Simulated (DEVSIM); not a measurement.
System: Schottky contact on n-type Ge, at 300 K.

```csv
layer (left to right),material,thickness (μm),Nd (cm⁻³),τn (s),τp (s)
1,Ge,8.90,1.1e16,2.5e-6,2.5e-6
```

Left contact: Schottky, work function 4.3 eV, emission velocity 7.6e6 cm/s. Right contact: ohmic. Voltage is applied to the left contact. Recombination: SRH at mid-gap, radiative. Mobility is μmin + (μ − μmin)/(1 + (N/Nref)^α).

Constants are typed, rounded textbook-type inputs, not results; the design itself was drawn at random and stands for no fabricated device. Values at 300 K; Nc and Nv go as T^1.5, mobilities as T to minus their exponent, the gap by Varshni's rule with the affinity fixed. The table also holds parameters that only a changed run uses.

```csv
parameter,Ge
gap (eV),0.664
affinity (eV),4
permittivity,16
Nc (cm⁻³),1.04e19
Nv (cm⁻³),6e18
μn (cm²/Vs),3900
μp (cm²/Vs),1900
"μn,min",150
"μp,min",100
"Nref,n",2.6e17
"Nref,p",4e17
αn,0.56
αp,0.6
T exponent of μn,1.66
T exponent of μp,2.33
B (cm³/s),6.4e-14
Cn (cm⁶/s),1e-31
Cp (cm⁶/s),1e-31
Varshni α (eV/K),0.000477
Varshni β (K),235
```

Simulated with DEVSIM: 1D drift-diffusion, Boltzmann statistics, complete ionisation; no tunnelling, impact ionisation, image-force lowering or self-heating. Metal contacts follow the ideal Schottky-Mott rule: no Fermi-level pinning, no interface dipoles.

Base results: potential step across the device at zero bias (V) 0.123; largest field in the device at zero bias (V/cm) 15000.

### Question
What follows from this one change: doping Nd of layer 1 1.1e+16 → 3.3e+14 cm^-3?

### Answer
potential step across the device at zero bias 0.123 → 0.032 V; largest field in the device at zero bias 15000 → 1000 V/cm.

### Question
What follows from this one change: temperature 300 → 500 K?

### Answer
potential step across the device at zero bias 0.123 → 0.009 V; largest field in the device at zero bias 15000 → 2900 V/cm.
